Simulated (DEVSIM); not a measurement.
Device: illuminated Si n-on-p cell, one wavelength, at 350 K.

| layer (left to right) | material | thickness (μm) | Nd (cm⁻³) | Na (cm⁻³) | τn (s) | τp (s) | absorption coefficient (cm⁻¹) |
|---|---|---|---|---|---|---|---|
| 1 | Si | 0.260 | 7e18 | - | 1.1e-7 | 5e-8 | 3700 |
| 2 | Si | 51.0 | - | 1.1e16 | 4.2e-7 | 4.2e-7 | 3700 |

Left contact: ohmic, minority hole recombination velocity 200 cm/s. Right contact: ohmic, minority electron recombination velocity 4e6 cm/s. Voltage is applied to the left contact. Recombination: SRH at mid-gap, radiative, Auger. Light enters at the left, 4.3e17 photons cm⁻² s⁻¹, one pass, no reflection. Mobility is constant in doping.

This is a model device: material constants are rounded textbook-type values typed into the input, and sizes, dopings and lifetimes were drawn at random. Values at 300 K; Nc and Nv go as T^1.5, mobilities as T to minus their exponent, the gap by Varshni's rule with the affinity fixed.

| parameter | Si |
|---|---|
| gap (eV) | 1.124 |
| affinity (eV) | 4.05 |
| permittivity | 11.7 |
| Nc (cm⁻³) | 2.86e19 |
| Nv (cm⁻³) | 3.1e19 |
| μn (cm²/Vs) | 1417 |
| μp (cm²/Vs) | 470 |
| T exponent of μn | 2.3 |
| T exponent of μp | 2.2 |
| B (cm³/s) | 4.7e-15 |
| Cn (cm⁶/s) | 2.8e-31 |
| Cp (cm⁶/s) | 9.9e-32 |
| Varshni α (eV/K) | 0.000473 |
| Varshni β (K) | 636 |

DEVSIM, 1D drift-diffusion, Boltzmann statistics, complete ionisation; no tunnelling, impact ionisation, image-force lowering or self-heating.

The minority lifetime in layer 2 was swept, all else fixed.

```tsv
minority lifetime in layer 2 (s)	dark forward voltage at 100 A/cm² (V)	dark forward voltage at 1 A/cm² (V)	fill factor	largest power (mW/cm²)
1.3e-8	0.822	0.497	0.73	15.0
4.2e-8	0.812	0.514	0.74	18.0
1.3e-7	…	…	…	20.4
4.2e-7	0.769	0.539	0.76	22.2
1.3e-6	0.749	0.546	0.77	23.1
4.2e-6	0.738	0.549	0.77	23.4
1.3e-5	0.734	0.550	0.77	23.6
```

Problem. What belongs in the gaps?

Solution. 
- 1.3e-7, dark forward voltage at 100 A/cm² (V): 0.794
- 1.3e-7, dark forward voltage at 1 A/cm² (V): 0.528
- 1.3e-7, fill factor: 0.75
